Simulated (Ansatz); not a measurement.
InP under load (space group I-4m2), r2SCAN with spin-orbit coupling, rigid bands (Ansatz, a quantum-chemistry and plane-wave program). Condition of this run: uniaxial stress along [001] of -1 GPa (compression positive) (the target of the relaxation). Band gap 1.02 eV, N_c = 6.02e17 cm⁻³ and N_v = 1.18e19 cm⁻³ at 300 K, conductivity masses along x (a = (0.00, 2.92, 2.99) Å; b = (2.92, 0.00, 2.99) Å; c = (2.92, 2.92, 0.00) Å) of 0.0862 mₑ (electrons) and 0.445 mₑ (holes). Take k_BT = 0.02585 eV.

### Question
What built-in voltage has an abrupt junction with N_A = 1e16 and N_D = 1e17 cm⁻³, all dopants ionised?

### Answer
V_bi = E_g/e − (k_BT/e) ln(N_c N_v/(N_A N_D)) = 1.02 − 0.02585 × 8.87 = 0.79 V, for the computed gap.

### Question
A film of it is 5 nm thick, with its normal along the direction named. Estimate the confinement energies in an infinite well.

### Answer
ħ²π²/(2m t²) = 0.376 eV·nm²/(m/mₑ × t²) gives 174 meV for electrons and 33.8 meV for holes, so the gap would widen to about 1.23 eV. Finite barriers and nonparabolic bands lower this, and with several valleys or bands the heaviest mass along the normal sets the lowest level, not this average.

### Question
Find the intrinsic carrier density and the intrinsic Fermi level.

### Answer
n_i = √(N_c N_v) exp(−E_g/2k_BT) = 2.67e18 × exp(−19.73) = 7.2e9 cm⁻³. The level lies (k_BT/2) ln(N_v/N_c) = 38 meV from mid-gap (positive towards the conduction band). Each 0.1 eV added to the gap lowers n_i by a factor of 6.9.

Rigid bands with the computed gap; masses take one relaxation time for all states. Geometry: cell and atoms relaxed with PBEsol.
